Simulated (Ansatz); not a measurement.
A 16-atom cell of Pb(Se,Te) started in the rock salt structure, site fractions Se 0.625, Te 0.375, short-range order -0.07 among the nearest mixed sites of the first mixed sublattice (0 is random, a negative value favours unlike neighbours), space group P1 at the end. The mixed sublattice has 8 sites.

The mixing enthalpy is taken against the end members in the rock salt type, relaxed in the same cell and mesh.

Levels used, each named beside its values: PBE (plane waves to 420 eV, PAW; Ansatz, a program for electronic structure); PBE with spin-orbit coupling (plane waves to 420 eV, PAW; Ansatz). Geometries and values that name no level are of the first. Values not marked SOC have no spin–orbit coupling. Its k-point mesh 4×4×4, Fermi–Dirac width 0.01 eV.

| cell | energy at zero smearing (eV) |
|---|---|
| PbSe | -139012.984 |
| PbTe | -151097.488 |
| Pb8Se5Te3 | -143544.498 |

**Question.** Work out the mixing enthalpy per mixed site and the interaction parameter Ω of a regular solution.

**Answer.** With x = 3/8 of the second end member, ΔH = [-143544.498 − 5/8 × (-139012.984) − 3/8 × (-151097.488)] / 8 = 21.9 meV against the separate end members. Ω = ΔH / x(1 − x) = 93 meV.
